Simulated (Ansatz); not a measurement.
CoPdO2 under a change: pressure −1 GPa

Start from CoPdO2 (space group R-3m, No. 166; a = 2.862 Å, c = 17.840 Å (hexagonal axes); non-magnetic).

Modification: a negative pressure, −1 GPa.

Computed with Ansatz (an electronic-structure program) PBE, without spin-orbit coupling, earlier PAW set. Settings: 16×16×16 k-points, 0.05 eV Fermi–Dirac smearing.

| quantity | base | changed | shift |
|---|---|---|---|
| volume per atom | 10.55 Å³ | 10.60 Å³ | +0.05 Å³ |
| lattice parameter a | 2.862 Å | 2.868 Å | +0.006 Å |
| c/a ratio | 6.233 | 6.225 | -0.008 |
| shortest interatomic distance | 1.911 Å | 1.914 Å | +0.003 Å |
| enthalpy H = E + PV relative to the base's energy | – | -0.07 eV/atom | – |
| band gap | zero | zero | – |

Load acts through the strain it causes; cell and atoms are relaxed under it. Whether these cells are dynamically stable was not tested. Starting moments died away, wholly or in part, for the base; another magnetic solution may exist. No Hubbard U is applied and the magnetic state is the run's own (CoPdO2 not spin-polarised; CoPdO2 non-magnetic); other magnetic orders, which need larger cells, were not tried and can change the gap. All final runs are without spin polarisation. An odd electron count without spin: CoPdO2.
